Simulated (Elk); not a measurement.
Band structure of ScIn2 (Cmmm, 6 atoms in the cell).

```yaml
crystal:
  lattice:
    - [2.23410, -6.82859, 0.00000]
    - [2.23410, 6.82859, 0.00000]
    - [0.00000, 0.00000, 4.45889]
  atoms:
    - { symbol: Sc, position: [0.84357, 0.15643, 0.50000] }
    - { symbol: Sc, position: [0.15643, 0.84357, 0.50000] }
    - { symbol: In, position: [0.67608, 0.32392, 0.00000] }
    - { symbol: In, position: [0.32392, 0.67608, 0.00000] }
    - { symbol: In, position: [0.50000, 0.50000, 0.50000] }
    - { symbol: In, position: [0.00000, 0.00000, 0.00000] }
```

Level of theory: PBEsol, all-electron FP-LAPW, Elk's shipped species files, APW+lo basis with extra local orbitals in Elk 10.2.4.

Settings: xctype = 22; rgkmax = 8; stype = 0; swidth = 0.00999582 Ha; ngridk = 4 4 4; gmaxvr = 14 1/bohr; nxlo = 2; lorbcnd = true; lmaxi = 2; maxscl = 100.

The starting cell comes from a database of computed structures (which also holds hypothetical and non-ambient phases and stackings), without a prior relaxation at this level. Values depend on the basis (sphere radii, cutoffs, local orbitals), which need not be converged.

Levels in eV from the Fermi level, bands 46 to 53:
```json
[
 {"point": "Γ", "46": "-1.33", "47": "-0.76", "48": "-0.31", "49": "-0.26", "50": "0.41", "51": "1.29", "52": "1.38", "53": "1.43"},
 {"point": "X", "46": "-0.91", "47": "-0.82", "48": "-0.48", "49": "-0.45", "50": "0.42", "51": "1.32", "52": "1.38", "53": "1.54"},
 {"point": "S", "46": "-1.76", "47": "-0.85", "48": "-0.51", "49": "-0.12", "50": "0.41", "51": "1.33", "52": "1.65", "53": "1.66"},
 {"point": "R", "46": "-3.17", "47": "-2.20", "48": "-1.25", "49": "-0.93", "50": "-0.56", "51": "0.09", "52": "1.74", "53": "1.81"},
 {"point": "A", "46": "-2.60", "47": "-2.33", "48": "-1.53", "49": "-0.81", "50": "-0.05", "51": "0.01", "52": "1.51", "53": "1.74"},
 {"point": "Z", "46": "-2.26", "47": "-0.99", "48": "-0.02", "49": "0.32", "50": "0.82", "51": "0.89", "52": "1.52", "53": "1.55"},
 {"point": "Y", "46": "-1.56", "47": "-1.44", "48": "-0.48", "49": "-0.28", "50": "-0.27", "51": "1.38", "52": "1.75", "53": "1.87"},
 {"point": "X1", "46": "-0.91", "47": "-0.82", "48": "-0.48", "49": "-0.45", "50": "0.42", "51": "1.32", "52": "1.38", "53": "1.54"},
 {"point": "A1", "46": "-2.60", "47": "-2.33", "48": "-1.53", "49": "-0.81", "50": "-0.05", "51": "0.01", "52": "1.51", "53": "1.74"},
 {"point": "T", "46": "-1.41", "47": "-1.10", "48": "-0.90", "49": "-0.12", "50": "0.79", "51": "1.42", "52": "1.70", "53": "1.72"}
]
```

Bands cross the Fermi level along this path, so the cell is metallic at this level.
